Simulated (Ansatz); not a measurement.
An Ansatz (a quantum-chemistry and plane-wave program) run: AlRu with a change (strain tensor (xx, yy, zz, yz, xz, xy) = (−0.46, −2.35, +0.87, +0.05, +1.51, +1.18) %); r2SCAN (Ansatz, PAW, spin-orbit coupling left out).

Input:

Ansatz 0.2 input:
```yaml
crystal:
  lattice:
    - [2.9688016378, 0.0350446245, 0.0448869446]
    - [0.0350446245, 2.9124319865, 0.0014912606]
    - [0.0448869446, 0.0014912606, 3.0084691702]
  atoms:
    - { symbol: Al, position: [0, 0, 0] }
    - { symbol: Ru, position: [0.5, 0.5, 0.5] }
basis: { ecutwfc: 500, ecutrho_ratio: 4, xc_grid: 4, fft_grid_basis: typed }
kpoints: { mp_grid: { grid: [16, 16, 16] } }
hamiltonian:
  xc: r2scan
  dispersion: none
  pseudopotentials: { kind: paw }
scf: { occupations: { method: fermi_dirac, width: 0.05 }, convergence: { dr2_threshold: 0.0000000002 } }
relax: { f_tol: 0.005, max_steps: 50 }
output: { forces: true, stress: true }
checkpoint: { write: state.ck, write_every: 1000 }
```

Output (explanatory and most iteration lines left out):

```
Relaxation: its limit of steps is 50 (relax.max_steps)
Pseudopotential: Al, paw, valence charge 3
Pseudopotential: Ru, paw, valence charge 16
Crystal: 2 atoms, lattice volume = 26.003 Å³
Basis set: ecut = 500 eV, 665 PW (Γ), exchange–correlation on 96×96×96 points (64 copies of the dense FFT grid, shifted against one another)
Bands: 14, of which v1, the nominal top of the filled ones, is band 10 counted from 1 (9 counted from 0)
Symmetry: 2 space group operations
Space group: P-1 (ITA 2), of the structure as read, at distance tolerance 3.0e-5 Å
k-points: 2052 of 4096
Functional: x = r2scan, c = r2scan; τ floored in thin density (d = 2e-4 eV/Å³)
SCF iter   1: F=—  HF=-6432.495732 eV  |F-HF|=—  |Δ(HF+E_count)|=         —  Δρ=7.42e-3  dr2=6.25e-3  dr2_τ=2.45e-2  ethr=1.77e-3  ⟨swp⟩=5.5  Hψ=159379  notcnv=0
SCF iter   2: F=—  HF=-6432.516098 eV  |F-HF|=—  |Δ(HF+E_count)|=   2.04e-2  Δρ=4.18e-3  dr2=2.56e-3  dr2_τ=7.57e-5  ethr=3.29e-5  ⟨swp⟩=2.0  Hψ=73499  notcnv=0  defer=149
SCF 1 converged in 8 iterations: F = -6432.515697 eV  dr2 = 1.20e-10
relax step   1: F+E_penalty+E_count = -6432.51569712 eV  Δ(F+E_penalty+E_count) = +0.000e0 eV  max|allowed force component| = 0.000e0 eV/Å  Δτ_max = 0.0000 Å  (8 SCF iters, accepted)
Crystal: 2 atoms, lattice volume = 26.003 Å³
SCF iter   1: F=—  HF=-6432.515697 eV  |F-HF|=—  |Δ(HF+E_count)|=         —  Δρ=6.65e-7  dr2=1.20e-10  dr2_τ=2.71e-11  ethr=1.00e-12  ⟨swp⟩=2.5  Hψ=171539  notcnv=0  defer=149
SCF iter   2: F=-6432.515697 eV  HF=-6432.515697 eV  |F-HF|=6.00e-11  |Δ(HF+E_count)|=  7.28e-12  Δρ=5.31e-7  dr2=8.04e-11  dr2_τ=9.40e-12  ethr=1.00e-12  ⟨swp⟩=4.0  Hψ=87499  notcnv=0
SCF 2 converged in 2 iterations: F = -6432.515697 eV  dr2 = 8.04e-11
SCF converged after 2 iterations
Free energy (F): -6432.515697 eV
Internal energy: -6432.503408 eV  (E = F + TS)
E sigma→0 (E₀):  -6432.509553 eV
Entropy (-TS):   -0.012289 eV (-6.144 meV/atom)
Fermi energy:    16.556342 eV
--- Forces (eV/Å), atoms counted from 1 ---
  atom   1  Al     0.00000000     0.00000000     0.00000000
  atom   2  Ru     0.00000000     0.00000000     0.00000000
--- Stress (GPa, compression-positive) ---
        4.464706      -3.387292      -4.354471
       -3.387292       8.443203       0.211476
       -4.354471       0.211476       1.975785
  P = ⅓ Tr σ = 4.9612 GPa (49.612 kbar)
--- Relaxed structure (1 steps of the walk, 1 accepted, 0 SCFs on fresh bases) ---
  atoms:
    - { symbol: Al, position: [0.0, 0.0, 0.0] }
    - { symbol: Ru, position: [0.49999999999999983, 0.4999999999999998, 0.4999999999999999] }
```

Without a gap, meshes like the base's 16×16×16 leave anisotropic stresses uncertain by several tenths of a GPa, and small strain energies with them. No phonon test of stability was made. All final runs are without spin polarisation. The cell was made from AlRu in the CsCl type structure (space group Pm-3m, No. 221) by this change: strain tensor (xx, yy, zz, yz, xz, xy) = (−0.46, −2.35, +0.87, +0.05, +1.51, +1.18) %.
